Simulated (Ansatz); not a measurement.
By hand: formation energy of Re_W in W (bcc, Im-3m)

Consider the formation energy of Re_W in W (bcc, Im-3m). Reaction: Re (hcp) + 63 W (bcc) → cell A.

A: a supercell of 64 sites of W (bcc, Im-3m) with Re on a W site (8 W at 2.75 Å); spin state with PBE: run without spin.

Setting: static, neutral cells in Ansatz (PAW) whose structures rest at the PBE level. Ansatz (a program for electronic structure) runs with its default PAW set. Other levels take these structures. The lattices are those relaxed with PBE, so at other levels the solids can be strained, which adds to the spread. Larger cells are relaxed from a start prepared with the learned potential CHGNet, on a coarser mesh till forces fall under 0.03 eV/Å, which some starts already meet. A dispersion term (D3(BJ), or D4 for r2SCAN) was computed beside these levels and is taken off wherever the name lacks it. The runs are scalar-relativistic, without spin-orbit coupling. Mesh and cell size may move defect energies by 0.1 eV or more. Cell A has symmetry Im-3m and got no random move, so less symmetric positions, which may lie lower, weren't tried.

Total energies of the cells in eV, at zero smearing width. They compare only within one column; the weights balance every element.

```
cell       atoms  weight            PBE      r2SCAN+D4
---------  -----  ------  -------------  -------------
A: W:Re_W     64      +1  -665111.95532  -665924.27597
Re (hcp)       2    −1/2   -21736.15291   -21762.04290
W (bcc)       64  −63/64  -664628.88689  -665440.92039
```

PBE: (-665111.95532) − 1/2 × (-21736.15291) − 63/64 × (-664628.88689) = 0.182 eV.

r2SCAN+D4: (-665924.27597) − 1/2 × (-21762.04290) − 63/64 × (-665440.92039) = 0.151 eV.
